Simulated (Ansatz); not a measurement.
Be3N2 (P6₃/mmc, No. 194, 10 atoms in the cell; start mp-6977; a measured phase of this formula has another space group), treated with PBE0 (Ansatz, a quantum-chemistry and plane-wave program, plane waves, PAW).

Numerical settings: plane-wave cutoff 460 eV, 9×9×4 k mesh (along the axes of the cell as run), Fermi–Dirac smearing 0.01 eV, scalar-relativistic PAW data made under PBE.

The cell is the one relaxed with PBEsol. Conventional cell: a = 2.8372 Å, b = 2.8372 Å, c = 9.7098 Å, α = 90.00°, β = 90.00°, γ = 120.00°.

```yaml
crystal:
  lattice:
    - [2.83723, 0.00000, 0.00000]
    - [-1.41862, 2.45711, 0.00000]
    - [0.00000, 0.00000, 9.70981]
  atoms:
    - { symbol: Be, position: [0.33333, 0.66667, 0.07824] }
    - { symbol: Be, position: [0.66667, 0.33333, 0.92176] }
    - { symbol: Be, position: [0.66667, 0.33333, 0.57824] }
    - { symbol: Be, position: [0.33333, 0.66667, 0.42176] }
    - { symbol: Be, position: [0.00000, 0.00000, 0.25000] }
    - { symbol: Be, position: [0.00000, 0.00000, 0.75000] }
    - { symbol: N, position: [0.00000, 0.00000, 0.00000] }
    - { symbol: N, position: [0.00000, 0.00000, 0.50000] }
    - { symbol: N, position: [0.33333, 0.66667, 0.25000] }
    - { symbol: N, position: [0.66667, 0.33333, 0.75000] }
```

Task: List the 24 lowest band energies at Γ above −25 eV (eV, relative to the valence band maximum), grouping those that round alike.

Result: At Γ: -18.03, -17.45, -16.74, -15.73, -8.26, -5.67, -3.78, -1.26 (×2), -0.80 (×2), -0.59 (×2), -0.34, 0.00 (×2), 8.49, 9.53, 10.12, 10.81 (×2), 11.53 (×2), 11.56.

Note: the run warned that its exchange threshold was loose for the stress; cell and atoms aren't relaxed at this level (largest force component 0.03 eV/Å, pressure -1.6 GPa).

A start named mp-… is a Materials Project structure, which need not be a measured phase.
